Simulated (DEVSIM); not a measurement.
Structure: Al/SiO2/p-GaSb capacitor, at 400 K.

```
layer (left to right)  material  thickness (nm)  Na (cm⁻³)
---------------------  --------  --------------  ---------
1                          SiO2            2.40          -
2                          GaSb           15000     1.7e15
```

Metal gate on the left, work function 4.1 eV. Fixed charge at the semiconductor interface -2.3e10 cm⁻² (in units of +e); no interface traps.

This is a model device: material constants are rounded textbook-type values typed into the input, and sizes, dopings and lifetimes were drawn at random. Values at 300 K; Nc and Nv go as T^1.5, mobilities as T to minus their exponent, the gap by Varshni's rule with the affinity fixed.

| parameter | SiO2 | GaSb |
|---|---|---|
| gap (eV) | 9 | 0.726 |
| affinity (eV) | 0.9 | 4.06 |
| permittivity | 3.9 | 15.7 |
| Nc (cm⁻³) | - | 2.1e17 |
| Nv (cm⁻³) | - | 1.8e19 |
| Varshni α (eV/K) | - | 0.00042 |
| Varshni β (K) | - | 140 |

Model (solved in DEVSIM): 1D Poisson equation in equilibrium, Boltzmann statistics, complete ionisation; no quantum confinement or tunnelling. Metal contacts follow the ideal Schottky-Mott rule: no Fermi-level pinning, no interface dipoles.

The SiO2 thickness was swept, all else fixed.

```tsv
SiO2 thickness (μm)	capacitance of the dielectric stack (μF/cm²)
0.00096	3.60
0.0013	2.66
0.0017	2.03
0.002	1.73
0.0024	1.44
0.0029	1.19
```

From the first row to the last the capacitance of the dielectric stack goes from 3.60 to 1.19.
